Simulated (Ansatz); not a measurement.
The starting structures come from a database of crystals and need not be the phases stable at ambient conditions.

The decay constant κ of evanescent states in the gap governs leakage through a thin film.

Here is the system:

```
InSe
1.0
    4.13768     0.00000     0.00000
    0.00000     4.50394    -0.15158
    2.06884    -1.92088     5.62277
In Se
2 2
Direct
  0.88504   0.97905   0.22992
  0.11496   0.02095   0.77008
  0.65317   0.36620   0.69365
  0.34683   0.63380   0.30635
```

The cell was relaxed by PBE-D3(BJ); by r2SCAN it stands under a pressure of 0.6 GPa.

Transport runs along the normal of the first two printed cell vectors.

The gap is the functional's own. No spin-orbit coupling. Mid-gap values are those at the computed energy nearest the middle.

### Question
State the band gap and the smallest decay constant κ at mid-gap according to Ansatz (an electronic-structure program) with r2SCAN.

### Answer
Gap 0.90 eV on a 8×8×8 mesh; κ = 0.096 1/Å, at the zone centre.
